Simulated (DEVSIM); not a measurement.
Structure: abrupt Si p-n junction, at 400 K.

```csv
layer (left to right),material,thickness (μm),Nd (cm⁻³),Na (cm⁻³),τn (s),τp (s)
1,Si,2.60,-,2.6e18,1.6e-5,1.6e-5
2,Si,60.0,3.8e16,-,1.6e-5,1.6e-5
```

Left contact: ohmic. Right contact: ohmic. Voltage is applied to the left contact. Recombination: SRH at mid-gap, radiative, Auger. Mobility is μmin + (μ − μmin)/(1 + (N/Nref)^α).

This is a model device: material constants are rounded textbook-type values typed into the input, and sizes, dopings and lifetimes were drawn at random. Values at 300 K; Nc and Nv go as T^1.5, mobilities as T to minus their exponent, the gap by Varshni's rule with the affinity fixed.

```
parameter               Si
----------------  --------
gap (eV)             1.124
affinity (eV)         4.05
permittivity          11.7
Nc (cm⁻³)          2.86e19
Nv (cm⁻³)           3.1e19
μn (cm²/Vs)           1417
μp (cm²/Vs)            470
μn,min                  52
μp,min                  45
Nref,n              9.7e16
Nref,p              2.2e17
αn                    0.68
αp                    0.72
T exponent of μn       2.3
T exponent of μp       2.2
B (cm³/s)          4.7e-15
Cn (cm⁶/s)         2.8e-31
Cp (cm⁶/s)         9.9e-32
Varshni α (eV/K)  0.000473
Varshni β (K)          636
```

Simulated with DEVSIM: 1D drift-diffusion, Boltzmann statistics, complete ionisation; no tunnelling, impact ionisation, image-force lowering or self-heating.

Base results: largest field in the device at zero bias (V/cm) 120000; dark forward voltage at 1 A/cm² (V) 0.533; dark forward voltage at 100 A/cm² (V) 0.745; potential step across the device at zero bias (V) 0.753.

Task: What follows from this one change: doping Na of layer 1 2.6e+18 → 7.8e+18 cm^-3?

Result: largest field in the device at zero bias 120000 → 190000 V/cm; dark forward voltage at 1 A/cm² 0.533 → 0.537 V; dark forward voltage at 100 A/cm² 0.745 → 0.751 V; potential step across the device at zero bias 0.753 → 0.791 V.

Task: What follows from this one change: thickness of layer 2 60 → 300 μm?

Result: largest field in the device at zero bias little changed (120000 V/cm); dark forward voltage at 1 A/cm² 0.533 → 0.560 V; dark forward voltage at 100 A/cm² 0.745 → 0.967 V; potential step across the device at zero bias little changed (0.753 V).

Task: What follows from this one change: doping Nd of layer 2 3.8e+16 → 1.1e+15 cm^-3?

Result: largest field in the device at zero bias 120000 → 100000 V/cm; dark forward voltage at 1 A/cm² 0.533 → 0.440 V; dark forward voltage at 100 A/cm² little changed (0.744 V); potential step across the device at zero bias 0.753 → 0.631 V.

Task: What follows from this one change: temperature 400 → 250 K?

Result: largest field in the device at zero bias little changed (120000 V/cm); dark forward voltage at 1 A/cm² 0.533 → 0.804 V; dark forward voltage at 100 A/cm² 0.745 → 0.929 V; potential step across the device at zero bias 0.753 → 0.952 V.
